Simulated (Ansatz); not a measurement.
Take TiAl₃ (space group I4/mmm, No. 139; a = 3.826 Å, c = 8.554 Å; relaxed with 0.1 eV smearing) as the base.

Calculations: r2SCAN, PAW, 500 eV (Ansatz, a program for electronic structure; no spin-orbit coupling).

Before the change:

- Pressure = 0.0 GPa

It is then changed as follows: an isotropic linear strain of +1.10 %; the atoms relax in the strained cell.

Task: How does this affect the pressure?

Result: The pressure (mean of the normal stresses, compression positive) goes from zero to -3.5 GPa.

Task: Predict the new energy relative to the base.

Result: The energy goes up by 5.9 meV/atom.

Stability against distortions was not tested. The final runs are not spin-polarised.
